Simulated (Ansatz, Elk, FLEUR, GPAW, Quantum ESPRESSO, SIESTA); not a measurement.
## One structure in several programs: Fe₂Ge (P6_3/mmc, 6 atoms in the cell)

Self-consistent single point, at a second geometry (lattice scaled by 0.98). First geometry:

```
CELL_PARAMETERS angstrom
      4.14279     0.00000     0.00000
     -2.07139     3.58776     0.00000
      0.00000     0.00000     5.02077
ATOMIC_POSITIONS crystal
  Fe 0.00000 0.00000 0.00000
  Fe 0.00000 0.00000 0.50000
  Fe 0.66667 0.33333 0.75000
  Fe 0.33333 0.66667 0.25000
  Ge 0.66667 0.33333 0.25000
  Ge 0.33333 0.66667 0.75000
```
Moments meant for the start (each program seeds them in its own way; μB, in the order of the atoms Fe Fe Fe Fe Ge Ge): 4.0 4.0 4.0 4.0 0.0 0.0.

Shared settings, as Ansatz (a program for electronic structure) writes them: kpoints.mp_grid.grid = 5 5 3; scf.occupations.method = fermi_dirac; scf.occupations.width = 0.1 eV. Potentials and cutoffs stand in the table.

```json
[
 {"code": "SIESTA", "model": "GGA PBEsol, numerical atomic orbitals DZP, PseudoDojo PBEsol standard norm-conserving potentials (rewritten from UPF to PSML)", "ΔF from the first geometry (meV/atom)": "-12.3", "pressure (GPa)": "2.71", "size of the net moment (μB/atom)": "1.27", "cutoff": "grid 400 Ry"},
 {"code": "Ansatz", "model": "PBEsol, PAW files made with PBE", "ΔF from the first geometry (meV/atom)": "-23.8", "pressure (GPa)": "-0.31", "size of the net moment (μB/atom)": "1.19", "cutoff": "420 eV"},
 {"code": "GPAW", "model": "PBEsol, GPAW PAW datasets PBEsol (made by gpaw-setup)", "ΔF from the first geometry (meV/atom)": "-14.8", "pressure (GPa)": "1.56", "size of the net moment (μB/atom)": "1.18", "cutoff": "800 eV"},
 {"code": "Quantum ESPRESSO", "model": "PBEsol, PSlibrary PAW (PBE) pseudopotentials", "ΔF from the first geometry (meV/atom)": "-22.6", "pressure (GPa)": "0.58", "size of the net moment (μB/atom)": "1.09", "cutoff": "55 Ry"},
 {"code": "FLEUR", "model": "PBEsol, all-electron FLAPW (FLEUR), scalar-relativistic valence", "ΔF from the first geometry (meV/atom)": "-29.2", "pressure (GPa)": "–", "size of the net moment (μB/atom)": "1.19", "cutoff": "Kmax 3.8 1/bohr"},
 {"code": "Elk", "model": "PBEsol, all-electron FP-LAPW, Elk's shipped species files, default APW+lo basis", "ΔF from the first geometry (meV/atom)": "-26.1", "pressure (GPa)": "–", "size of the net moment (μB/atom)": "1.14", "cutoff": "default"}
]
```

A dash marks a value that a program does not give, or that is left out as unsure.

The net moments differ, which can mean other magnetic states; other values may part for that reason too.

On Ansatz's run: the magnetic order is the one reached from the typed start; others were not searched systematically.

The spread over the programs that give each value: ΔF from the first geometry within 16.9 meV/atom; pressure within 3.02 GPa; size of the net moment within 0.18 μB/atom.

SIESTA uses small atom-centred bases, whose incompleteness enters pressures, forces and empty levels differently from a plane-wave cutoff. FLEUR and Elk treat all electrons, but the usual bases taken here (sphere radii, linearisation, local orbitals, empty states) were not tested for convergence, so the values are no reference for the others. Ansatz's pressure is given at a fixed set of plane waves, as the other plane-wave codes print theirs; with its correction for the finite basis it is -0.17 GPa. In the pressure, SIESTA (by 2.13) lies more than 1 GPa from the median of the plane-wave programs.

The shared mesh is coarse (it stands for a supercell whose shortest vector is 15 Å), so the values are not converged in it.

The starting cell comes from a database of computed structures (which also holds hypothetical and non-ambient phases and stackings), without a prior relaxation at this level. Its lattice was rescaled by a random factor within 2.5 % of one. For this run, on top of that: lattice scaled by 0.98.

Keys are those of Ansatz 0.2.
